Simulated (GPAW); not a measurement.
Worked example: self-consistent single point of Hf2Al3Au (P1, 6 atoms in the cell) in GPAW.

Computed with PBEsol, GPAW PAW datasets PBEsol (made by gpaw-setup) (plane waves; GPAW).

The change in words: lattice scaled by 0.98. Reference geometry:
```
Hf2Al3Au
1.0
    2.64712     1.52832     4.24390
   -2.64712     1.52832     4.24390
    0.00000    -3.05663     4.24390
Hf Al Au
2 3 1
Direct
  0.36873   0.38882   0.36780
  0.61972   0.61777   0.63432
  0.46640   0.01534   0.00743
  0.01212   0.49087   0.00192
  0.02044   0.97366   0.51796
  0.01258   0.01354   0.97057
```

Reference input (self-consistent single point, DFT PBEsol, plane waves, GPAW PAW datasets PBEsol (made by gpaw-setup)): mode = pw; ecut = 550 eV; xc = PBEsol; kpts = 4 4 4; mesh shift (steps) = 0 0 0; occupations.name = methfessel-paxton; occupations.width = 0.2 eV; occupations.order = 0; nbands = -12; convergence.density = 1e-05 e/electron; symmetry.symmorphic = false; symmetry.tolerance = 0.0005. This run's input differs from it in these lines:

```diff
@@ -5,5 +5,5 @@
 atoms = Atoms(['Hf', 'Hf', 'Al', 'Al', 'Al', 'Au'],
-              cell=[[2.647120, 1.528315, 4.243900],
-                    [-2.647120, 1.528315, 4.243900],
-                    [0.000000, -3.056631, 4.243900]],
+              cell=[[2.594178, 1.497749, 4.159022],
+                    [-2.594178, 1.497749, 4.159022],
+                    [0.000000, -2.995498, 4.159022]],
               scaled_positions=[[0.368735, 0.388822, 0.367805],
```

Output, abridged:

```
     iter     time        total  log10-change:
                         energy   eigst   dens
iter:   1 --:--:--   -38.369060
iter:   2 --:--:--   -37.142534   -1.12  -1.11
iter:   3 --:--:--   -35.319102   -1.06  -1.14
iter:   4 --:--:--   -35.002476   -1.33  -1.28
iter:   5 --:--:--   -35.331834   -1.12  -1.45
iter:   6 --:--:--   -35.023226   -1.71  -1.60
iter:   7 --:--:--   -34.928305   -2.21  -1.81
iter:   8 --:--:--   -34.933047   -2.28  -2.27
iter:   9 --:--:--   -34.906388   -2.73  -2.33
iter:  10 --:--:--   -34.906776   -4.16  -2.72
iter:  11 --:--:--   -34.907751c  -4.50  -2.85
iter:  12 --:--:--   -34.906690c  -3.94  -2.96
   [... lines left out ...]
iter:  16 --:--:--   -34.906525c  -5.97  -3.66
iter:  17 --:--:--   -34.906480c  -5.79  -3.85
iter:  18 --:--:--   -34.906469c  -6.36  -3.92
iter:  19 --:--:--   -34.906469c  -7.69c -4.04
iter:  20 --:--:--   -34.906460c  -6.68  -4.05
iter:  21 --:--:--   -34.906453c  -7.47c -4.19
iter:  22 --:--:--   -34.906447c  -7.44c -4.24
iter:  23 --:--:--   -34.906447c  -7.77c -4.43
iter:  24 --:--:--   -34.906452c  -7.10  -4.54
iter:  25 --:--:--   -34.906452c  -8.44c -4.85
iter:  26 --:--:--   -34.906451c  -9.19c -4.89
iter:  27 --:--:--   -34.906450c  -8.33c -4.95
iter:  28 --:--:--   -34.906451c  -9.33c -5.12c
Converged after 28 iterations.

Dipole moment: (-1.808582, -3.129122, -1.930882) |e|*Ang

Energy contributions relative to reference atoms: (reference = -1355750.789538)

Kinetic:        +41.305825
Potential:      -30.950534
External:        +0.000000
XC:             -44.450496
Entropy (-ST):   -0.070334
Local:           -0.776079
SIC:             +0.000000
--------------------------
Free energy:    -34.941617
Extrapolated:   -34.906451

Showing only first 2 kpts
 Kpt  Band  Eigenvalues  Occupancy
  0    20      8.13770    2.00000
  0    21      8.82671    2.00000
  0    22      8.91283    2.00000
  0    23     11.79978    0.00000

  1    20      9.00614    2.00000
  1    21      9.12614    2.00000
  1    22     10.05944    0.96124
  1    23     12.13674    0.00000

Fermi level: 10.05257

No gap
   [... lines left out ...]
  0 Hf    0.62726   -0.09358    0.15737
  1 Hf    0.10120    0.80107   -0.01391
  2 Al    2.46805    0.99066    1.02643
  3 Al   -1.45013   -0.52877    0.12876
  4 Al   -1.14685    0.61095   -1.24271
  5 Au   -0.59959   -1.78015   -0.05589

Stress tensor:
    -0.073073     0.002059    -0.001167
     0.002059    -0.063305     0.003863
    -0.001167     0.003863    -0.078079
Stress (GPa, Voigt): [-11.7077 -10.1426 -12.5097   0.6189  -0.187    0.33  ]
```

The run converged in 28 iterations. GPAW prints stress with tension positive. Against the reference run the free energy goes up by 39.5 meV/atom, the pressure goes from 1.55 to 11.45 GPa and the largest force goes from 2.409 to 2.851 eV/Å.

The starting cell comes from a database of computed structures (which also holds hypothetical and non-ambient phases and stackings), without a prior relaxation at this level. Its atoms were displaced at random from the sites of space group no. 166. For this run, on top of that: lattice scaled by 0.98. With a pressure of about 11 GPa the cell is away from its equilibrium volume at this level. Forces in this geometry exceed 1 eV/Å.

Cost on one core of a shared machine: roughly 80 s.
